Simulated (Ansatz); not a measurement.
Base system: Ge in the diamond structure (space group Fd-3m, No. 227; a = 5.6762 Å). Axes: x, y, z lie along the cube axes.

The values are results of Ansatz (a first-principles code) PBEsol, no spin-orbit coupling, not measurements.

Strains are applied to the cell and any free atomic positions relax; under biaxial strain the out-of-plane vector relaxes too; under stress the whole cell relaxes.

One change was made to it. Results:

The shortest interatomic distance goes up by 0.023 Å (2.458 Å → 2.481 Å); the energy goes up by 6.0 meV/atom.

Question: Which change produced these results?
A) biaxial strain +4.80 %, plane normal [001], relaxed out of plane
B) uniaxial strain ε_xx = −4.19 %
C) uniaxial stress, 2 GPa compression along z
D) uniaxial strain ε_zz = +2.75 %

Answer: D, uniaxial strain ε_zz = +2.75 %. For comparison, the energy relative to the base in the other runs: uniaxial strain ε_xx = −4.19 % gives +15 meV/atom; biaxial strain +4.80 %, plane normal [001], relaxed out of plane gives +36 meV/atom; uniaxial stress, 2 GPa compression along z gives +3.3 meV/atom.

Stability under load was not tested beyond the relaxation.
